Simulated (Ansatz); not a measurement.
Structures of equal composition on the (0001) surface of wurtzite ZnO (Zn plane on top): 2x2 Zn adatom at H3; 2x2 Zn adatom at T1; 2x2 Zn adatom at T4. The slabs share one bottom face, and each structure is named by its start. These are constructed structures in small cells; real faces may alloy, dewet or reconstruct in larger ones, and not all known structures of the face are among them. Slabs of about 14 Å, Fermi-Dirac smearing of 0.025 eV. Bottom of the slabs: H caps. Relaxed from the named starts with such symmetry as they have, on meshes of like density; energies extrapolated to zero smearing; spin only where a row says so; no spin-orbit coupling, no U. Brackets mark spin-polarised runs, whose order is one that fits the cell. Where a second, spin-polarised start was run, the lower counts.

Computed with r2SCAN, at the PBE geometry (plane waves to 500 eV, PAW; Ansatz, a quantum-chemistry and plane-wave program).

Problem. Put the candidates in order of energy per 1x1 cell, lowest first, for r2SCAN, at the PBE geometry.

Solution. 2x2 Zn adatom at H3 (0.000 eV, a narrow gap of 0.15 eV by band count), 2x2 Zn adatom at T4 (0.014 eV, a narrow gap of 0.13 eV by band count), 2x2 Zn adatom at T1 (0.038 eV, no gap on the mesh)
